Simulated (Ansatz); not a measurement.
We consider cubic perovskite BaHfO3, described by PBE0 (PAW; Ansatz, a program for electronic structure).

Run with plane-wave cutoff 460 eV, 6×6×6 k mesh, Fermi–Dirac smearing 0.01 eV, scalar-relativistic PAW data made under PBE.

Computed points:

| V (Å³/atom) | E − E_lowest (meV/atom) |
|---|---|
| 13.823 | 21.40 |
| 14.187 | 5.12 |
| 14.586 | 0.00 |
| 14.915 | 4.50 |
| 15.278 | 17.56 |

**Question.** Fit the third-order Birch–Murnaghan equation and give B0 and B′.

**Answer.** V0 = 14.554 Å³/atom, B0 = 171 GPa, B′ = 4.3 (fit to the energies at full precision).

Measured, for comparison: equilibrium volume per atom 14.51 Å³/atom (room temperature, not corrected to a static lattice; as tabulated in Zhao et al. (2008), arXiv:0809.3506). Computed (rounded) less measured: equilibrium volume per atom +0.3 %.

Spin–orbit coupling is not included.

Computed values are for the static lattice.

Cost on a shared machine: about 21 core-minutes (a rough figure).
